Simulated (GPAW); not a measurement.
Band structure of NiS2 (Pnma, 12 atoms in the cell).

```xyz
12
Lattice="9.1062 0.0000 0.0000 0.0000 3.5686 0.0000 0.0000 0.0000 5.7665" Properties=species:S:1:pos:R:3 pbc="T T T"
Ni     7.8885     0.8921     1.9182
Ni     1.2177     2.6764     3.8483
Ni     5.7708     2.6764     4.8014
Ni     3.3354     0.8921     0.9651
S      7.1908     0.8921     5.4220
S      1.9154     2.6764     0.3445
S      6.4685     2.6764     2.5388
S      2.6377     0.8921     3.2277
S      4.8574     2.6764     1.1979
S      4.2488     0.8921     4.5686
S      8.8019     0.8921     4.0811
S      0.3043     2.6764     1.6854
```

Method: LDA (Perdew-Wang 92), real-space grid, GPAW PAW datasets LDA (gpaw-data 1.0.1) in GPAW.

Settings: mode = fd; h = 0.2 Å; xc = LDA; kpts = 2 5 3; mesh shift (steps) = 0 0 0; occupations.name = marzari-vanderbilt; occupations.width = 0.1 eV; nbands = -6; convergence.density = 1e-05 e/electron; convergence.energy = 1e-05 eV/electron; symmetry.symmorphic = false; symmetry.tolerance = 0.0005; maxiter = 100; bandpath_npoints = 50.

The starting cell comes from a database of computed structures (which also holds hypothetical and non-ambient phases and stackings), without a prior relaxation at this level. Spin polarisation is off, so a magnetic state, if there is one, cannot be reached.

Levels in eV from the Fermi level, bands 53 to 60:
```csv
point,53,54,55,56,57,58,59,60
Γ,-0.44,-0.22,-0.09,-0.05,0.73,1.31,1.53,1.58
X,-0.85,-0.85,-0.15,-0.15,0.14,0.14,1.17,1.17
S,-0.91,-0.91,-0.45,-0.45,0.13,0.13,0.51,0.51
Y,-0.68,-0.68,-0.30,-0.30,-0.08,-0.08,1.42,1.42
Z,-0.19,-0.19,0.69,0.69,1.01,1.01,1.08,1.08
U,-0.46,-0.46,-0.46,-0.46,0.60,0.60,0.60,0.60
R,-0.57,-0.57,-0.57,-0.57,0.14,0.14,0.14,0.14
T,-0.42,-0.42,-0.25,-0.25,0.64,0.64,0.98,0.98
```

Bands cross the Fermi level along this path, so the cell is metallic at this level.
